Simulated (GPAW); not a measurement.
Band structure of CdHClO (P6_3mc, 8 atoms in the cell).

```xyz
8
Lattice="3.7073 0.0000 0.0000 -1.8537 3.2106 0.0000 0.0000 0.0000 10.3424" Properties=species:S:1:pos:R:3 pbc="T T T"
Cd     1.8537     1.0702     5.0904
Cd     0.0000     2.1404    10.2617
H      0.0000     0.0000     3.2932
H      0.0000     0.0000     8.4645
Cl     1.8537     1.0702     1.6107
Cl     0.0000     2.1404     6.7819
O      0.0000     0.0000     4.2739
O      0.0000     0.0000     9.4451
```

Method: PBEsol, GPAW PAW datasets PBEsol (made by gpaw-setup) (plane waves; GPAW).

Settings: mode = pw; ecut = 950 eV; xc = PBEsol; kpts = 7 7 3; mesh shift (steps) = 0 0 0; occupations.name = fermi-dirac; occupations.width = 0 eV; nbands = -6; convergence.density = 1e-05 e/electron; convergence.bands = -4; symmetry.symmorphic = false; symmetry.tolerance = 0.0005; maxiter = 120; bandpath_npoints = 40.

The starting cell comes from a database of computed structures (which also holds hypothetical and non-ambient phases and stackings), without a prior relaxation at this level. Its lattice was rescaled by a random factor within 2.5 % of one.

Q: Predict the gap along the standard path and the places of the band edges.

A: The gap along the path is 2.35 eV, direct at Γ to within 0.01 eV.

Levels in eV from the top of the valence band on the SCF mesh, bands 23 to 30:
| point | 23 | 24 | 25 | 26 | 27 | 28 | 29 | 30 |
|---|---|---|---|---|---|---|---|---|
| Γ | -0.16 | -0.16 | 0.00 | 0.00 | 2.35 | 4.43 | 5.82 | 6.31 |
| M | -1.18 | -0.43 | -0.39 | -0.04 | 4.72 | 5.48 | 6.65 | 7.22 |
| K | -1.59 | -1.16 | -0.29 | -0.29 | 5.80 | 5.80 | 7.28 | 8.47 |
| A | -0.07 | -0.07 | -0.07 | -0.07 | 3.26 | 3.26 | 6.27 | 6.27 |
| L | -0.79 | -0.79 | -0.20 | -0.20 | 5.06 | 5.06 | 7.07 | 7.07 |
| H | -1.42 | -1.42 | -0.21 | -0.21 | 5.81 | 5.81 | 7.88 | 7.88 |
